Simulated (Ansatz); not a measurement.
Consider the energy change from cell B to cell A (net 1 Co added, other atoms rearranged, in a slab cell with one atom a plane). Reaction: cell B + Co (hcp) → cell A. A negative value means that the right-hand side lies lower.

Cell A: a stack of composition Co2Ir2Pt6 built on Pt (fcc, Fm-3m) (111), with 6 atoms on that crystal's sites, 10 atoms, hexagonal cell of 2.81 Å (6.8 Å²), symmetry P3m1, 19.6 Å thick under 16 Å of vacuum, in-plane vectors held at the crystal's, which may strain the added film; planes from bottom to top: Pt × 6 | Co × 2 | Ir × 2, its two faces unlike (dipole correction applied); spin state with PBE: parallel moments, net moment 3.9 μB a cell, k-point mesh 19×19×1.
```yaml
crystal:
  lattice:
    - [2.80863, 0.00000, 0.00000]
    - [1.40432, 2.43235, 0.00000]
    - [0.00000, 0.00000, 35.92357]
  atoms:
    - { symbol: Pt, position: [0.00000, 0.00000, 0.22459] }
    - { symbol: Pt, position: [0.33333, 0.33333, 0.28886] }
    - { symbol: Pt, position: [0.66667, 0.66667, 0.35230] }
    - { symbol: Pt, position: [0.00000, 0.00000, 0.41594] }
    - { symbol: Pt, position: [0.33333, 0.33333, 0.48008] }
    - { symbol: Pt, position: [0.66667, 0.66667, 0.54523] }
    - { symbol: Co, position: [0.00000, 0.00000, 0.60286] }
    - { symbol: Co, position: [0.33333, 0.33333, 0.65433] }
    - { symbol: Ir, position: [0.66667, 0.66667, 0.71134] }
    - { symbol: Ir, position: [0.00000, 0.00000, 0.77139] }
```

Cell B: a stack of composition CoIr2Pt6 built on Pt (fcc, Fm-3m) (111), with 6 atoms on that crystal's sites, 9 atoms, hexagonal cell of 2.81 Å (6.8 Å²), symmetry P3m1, 17.8 Å thick under 16 Å of vacuum, in-plane vectors held at the crystal's, which may strain the added film; planes from bottom to top: Pt × 6 | Co | Ir × 2, its two faces unlike (dipole correction applied); spin state with PBE: net moment 2.0 μB a cell, k-point mesh 19×19×1.
```yaml
crystal:
  lattice:
    - [2.80863, 0.00000, 0.00000]
    - [1.40432, 2.43235, 0.00000]
    - [0.00000, 0.00000, 33.94993]
  atoms:
    - { symbol: Pt, position: [0.00000, 0.00000, 0.23678] }
    - { symbol: Pt, position: [0.33333, 0.33333, 0.30479] }
    - { symbol: Pt, position: [0.66667, 0.66667, 0.37191] }
    - { symbol: Pt, position: [0.00000, 0.00000, 0.43924] }
    - { symbol: Pt, position: [0.33333, 0.33333, 0.50716] }
    - { symbol: Pt, position: [0.66667, 0.66667, 0.57609] }
    - { symbol: Co, position: [0.00000, 0.00000, 0.63683] }
    - { symbol: Ir, position: [0.33333, 0.33333, 0.69622] }
    - { symbol: Ir, position: [0.66667, 0.66667, 0.75996] }
```

Reference: Co (hcp, P6₃/mmc), 2 atoms in the cell; spin state with PBE: parallel moments, net moment 3.2 μB a cell, k-point mesh 30×30×16 on the run's own vectors. Conventional cell: a = 2.4934 Å, b = 2.4934 Å, c = 4.0369 Å, α = 90.00°, β = 90.00°, γ = 120.00°.

Plane-wave PAW calculations with Ansatz (a program for electronic structure), its default PAW set, cutoff 420 eV. The structures are at rest with PBE, within the held lattices. Neutral cells; Fermi-Dirac smearing of at most 0.10 eV in the solids, energies taken to zero width. A dispersion term (D3(BJ), or D4 for r2SCAN) was computed beside these levels and is taken off wherever the name lacks it. Static lattices, no vibrational contributions. The structures are the rest points that the relaxations reached, not proven lowest. Spin-orbit coupling is left out. No search over spin orders was made beyond those shown. No correction for cell size. Cell A has symmetry P3m1 and got no random move, so less symmetric positions, which may lie lower, weren't tried. Cell B has symmetry P3m1 and got no random move, so less symmetric positions, which may lie lower, weren't tried.

Question: Give the value at the level PBE.

Answer: 0.35 eV, for cell B + Co (hcp) → cell A.
